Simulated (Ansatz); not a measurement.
## Lattice parameter a of IrB2 (model structure, started from the AlB2 type, P6/mmm, No. 191, 3 atoms in the cell) at several levels of theory

No measured value is used here.

```tsv
level (code)	value (Å)
LDA (Ansatz)	3.078
PBE (Ansatz)	3.106
PBEsol (Ansatz)	3.098
PBE-D3(BJ) (Ansatz)	3.084
r²SCAN (Ansatz)	3.097
r²SCAN+rVV10 (Ansatz)	3.094
```

Density-functional levels without +SOC have no spin–orbit coupling. LDA, PBE, PBEsol, PBE-D3(BJ), r²SCAN, r²SCAN+rVV10: the run has no spin polarisation, so it can have missed a magnetic state. Cutoffs differ between the levels. Ansatz's density-functional and Hartree–Fock values are scalar-relativistic unless marked +SOC, with PAW data made under PBE.

A model structure was made by putting elements into a prototype or built by hand; it is no filed structure, need not be a known phase, and can be a saddle point held by its symmetry.

Ansatz is an electronic-structure program.
